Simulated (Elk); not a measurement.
Worked example: self-consistent single point of Ni2Ge (P6_3/mmc, 6 atoms in the cell) in Elk.

Computed with PBEsol, all-electron FP-LAPW, Elk's shipped species files, APW+lo basis with extra local orbitals run with Elk.

The change in words: lattice scaled by 0.98. Reference geometry:
```yaml
crystal:
  lattice:
    - [3.97981, 0.00000, 0.00000]
    - [-1.98991, 3.44662, 0.00000]
    - [0.00000, 0.00000, 5.02388]
  atoms:
    - { symbol: Ni, position: [0.66667, 0.33333, 0.25000] }
    - { symbol: Ni, position: [0.33333, 0.66667, 0.75000] }
    - { symbol: Ni, position: [0.00000, 0.00000, 0.00000] }
    - { symbol: Ni, position: [0.00000, 0.00000, 0.50000] }
    - { symbol: Ge, position: [0.66667, 0.33333, 0.75000] }
    - { symbol: Ge, position: [0.33333, 0.66667, 0.25000] }
```

Reference input (self-consistent single point, DFT, PBEsol, all-electron FP-LAPW, Elk's shipped species files, APW+lo basis with extra local orbitals): xctype = 22; rgkmax = 7.5; stype = 0; swidth = 0.00999582 Ha; ngridk = 9 9 6; gmaxvr = 14 1/bohr; nxlo = 2; lorbcnd = true; lmaxi = 3; maxscl = 100. This run's input differs from it in these lines:

```diff
@@ -34,5 +34,5 @@
 avec
-    3.9798102527   -0.0000000586    0.0000000000
-   -1.9899050756    3.4466168104    0.0000000000
-    0.0000000000    0.0000000000    5.0238800000
+    3.9002143440   -0.0000000798    0.0000000000
+   -1.9501071029    3.3776847420    0.0000000000
+    0.0000000000    0.0000000000    4.9234020000
```

Output (repeated stretches shortened):

```
│ Self-consistent loop started │
│ Loop number : 1 │
 total energy                :     -10303.7595690
│ Loop number : 2 │
 total energy                :     -10302.6526816
RMS change in Kohn-Sham potential (target) :   0.2761723759     (  0.1000000000E-05)
Absolute change in total energy (target)   :    1.106887306     (  0.1000000000E-03)
│ Loop number : 3 │
 total energy                :     -10301.9247257
RMS change in Kohn-Sham potential (target) :   0.2639668261     (  0.1000000000E-05)
Absolute change in total energy (target)   :    1.004677745     (  0.1000000000E-03)
│ Loop number : 4 │
   [... lines left out ...]
Absolute change in total energy (target)   :   0.6470128610E-03 (  0.1000000000E-03)
│ Loop number : 15 │
 total energy                :     -10273.6347397
RMS change in Kohn-Sham potential (target) :   0.2588592607E-05 (  0.1000000000E-05)
Absolute change in total energy (target)   :   0.5581694713E-03 (  0.1000000000E-03)
│ Loop number : 16 │
 total energy                :     -10273.6346055
RMS change in Kohn-Sham potential (target) :   0.3752600268E-06 (  0.1000000000E-05)
Absolute change in total energy (target)   :   0.5341933502E-05 (  0.1000000000E-03)
Convergence targets achieved

│ Loop number : 17 │

Energies :
 Fermi                       :     0.411344363368
 total energy                :     -10273.6346158

Density of states at Fermi energy :    85.52721187
 (states/Hartree/unit cell)

Estimated indirect band gap :   0.6119049722E-03
 from k-point      6 to k-point     43
Estimated direct band gap   :   0.1009627813E-01
 at k-point      6

Charges :
 core                        :    84.00000000
 valence                     :    92.00000000
 interstitial                :    9.025090996
 muffin-tins (core leakage)
  species :    1 (Ni)
   atom    1                 :    26.85316851     (  0.1423400878E-02)
   atom    2                 :    26.85316851     (  0.1423400878E-02)
   atom    3                 :    26.70147783     (  0.1396555041E-02)
   atom    4                 :    26.70147783     (  0.1396555041E-02)
  species :    2 (Ge)
   atom    1                 :    29.93280816     (  0.1837910310E-02)
   atom    2                 :    29.93280816     (  0.1837910310E-02)
 total in muffin-tins        :    166.9749090
 total calculated charge     :    175.9762808
 total charge                :    176.0000000
 error                       :   0.2371921582E-01

│ Self-consistent loop stopped │
```

The run converged in 17 iterations. The count includes the last loop, which Elk runs after its targets are met. 

The starting cell comes from a database of computed structures (which also holds hypothetical and non-ambient phases and stackings), without a prior relaxation at this level. For this run, on top of that: lattice scaled by 0.98. Spin polarisation is off. Values depend on the basis (sphere radii, cutoffs, local orbitals), which need not be converged. The log's line on a gap gives a spacing of levels on this mesh, which the program prints for metals too.

Cost on one core of a shared machine: roughly 3 min.
